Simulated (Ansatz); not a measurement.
Mn5Ge3 under a change: uniaxial stress, 1 GPa tension along z

The parent structure is Mn$_{5}$Ge$_{3}$ (space group P6_3/mcm, No. 193; a = 7.012 Å, c = 4.874 Å; ferromagnetic; a cell from a computed database, its experimental status unchecked). Axes: x lies along a and z along c of the hexagonal cell.

It is then changed as follows: uniaxial stress, 1 GPa tension along z; all other stress components relax to zero.

Calculations: Kohn–Sham DFT with the PBEsol functional, run in Ansatz (a first-principles code) with PAW and 420 eV plane waves, scalar-relativistic without spin-orbit coupling. k-mesh 6×6×8 (Γ-centred); smearing 0.05 eV (Fermi–Dirac).

* **Space group**: P6_3/mcm (No. 193) (base P6_3/mcm (No. 193))
* **Shortest interatomic distance**: 4.562 bohr (base 4.563 bohr)
* **Energy relative to the base (free energy F)**: +0.1 meV/atom
* **Band gap**: zero (base zero)
* **Magnetic state**: ferromagnetic (base ferromagnetic)
* **Largest site moment**: 2.84 μB (base 2.83 μB)
* **Strain response (xx, yy, zz)**: (−0.04, −0.04, +0.35) % (rough)

Final structure:

```xyz
16
Lattice="7.0093 0.0000 0.0000 -3.5046 6.0702 0.0000 0.0000 0.0000 4.8913" Properties=species:S:1:pos:R:3 pbc="T T T"
Mn     0.8592     1.4881     3.6685
Mn     2.6455     4.5821     1.2228
Mn    -0.8592     1.4881     1.2228
Mn    -2.6455     4.5821     3.6685
Mn     5.2909     0.0000     3.6685
Mn     1.7184     0.0000     1.2228
Mn     0.0000     4.0468     0.0000
Mn     3.5046     2.0234     0.0000
Mn     3.5046     2.0234     2.4456
Mn     0.0000     4.0468     2.4456
Ge     4.2492     0.0000     1.2228
Ge     2.7600     0.0000     3.6685
Ge     2.1246     3.6800     3.6685
Ge     1.3800     2.3902     1.2228
Ge    -2.1246     3.6800     1.2228
Ge    -1.3800     2.3902     3.6685
```

Other magnetic orders, which the real material may have, were not ruled out. Without a gap, meshes like the base's 6×6×8 leave anisotropic stresses uncertain by several tenths of a GPa, and small strain energies with them. Stability under load was not tested beyond the relaxation.
